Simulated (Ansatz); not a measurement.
# Response to strain in Cu3N

Consider Cu3N (space group Pm-3m, No. 221; a = 3.827 Å). Axes: x, y, z lie along the cube axes.

Strains are applied to the cell and any free atomic positions relax; under biaxial strain the out-of-plane vector relaxes too.

Calculations: PBE (Ansatz, a first-principles code, PAW, no spin-orbit coupling).

```csv
"biaxial strain, plane normal [001], relaxed out of plane (%)",band gap (eV)
0,0.22
0.6,0.25
1.2,?
1.8,0.30
2.4,0.32
3,0.35
```

Fit E_g = E₀ + Dε (ε in %) to the rows shown and predict the withheld row.

Least squares on the printed values gives E₀ = 0.22 eV, D = 42.2 meV per % of strain (largest residual 0.00 eV); this predicts 0.27 eV, and the run gives 0.28 eV, in agreement.

Stability against distortions was not tested. The final runs are not spin-polarised. The zero or small gap of Cu3N can change with the level of theory.
